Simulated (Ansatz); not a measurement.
L1₀ (CuAu-type) TiAl was calculated with r²SCAN+rVV10 (Ansatz, an electronic-structure program, plane waves, PAW).

Numerical settings: plane-wave cutoff 600 eV, 22×22×16 k mesh (along the axes of the cell as run), Fermi–Dirac smearing 0.042 eV (set by the program), no spin polarisation, scalar-relativistic PAW data made under PBE.

Computed at the level's own relaxed cell.

Hill averages of the elastic tensor: K = 122.6 GPa, G = 79.1 GPa. Volume 15.970 Å³/atom, mean atomic mass 37.424 u.

Problem. Work out the density, the sound velocities of a polycrystal and the elastic Debye temperature, and Pugh's ratio at this level.

Solution. ρ = 1.66054 × 37.424/15.970 = 3.891 g/cm³. v_l = √[(K + 4G/3)/ρ] = 7.656 km/s and v_t = √(G/ρ) = 4.509 km/s. The mean follows from 3/v_m³ = 1/v_l³ + 2/v_t³: v_m = 4.997 km/s. Θ_D = (ħ/k_B) v_m (6π²/V)^(1/3) = 76.38 K Å s/km × 4.997 × 1.5478 Å⁻¹ = 591 K, counting all atoms of the cell. K/G = 1.55, to be set beside Pugh's rough bound of 1.75 between brittle and ductile metals.
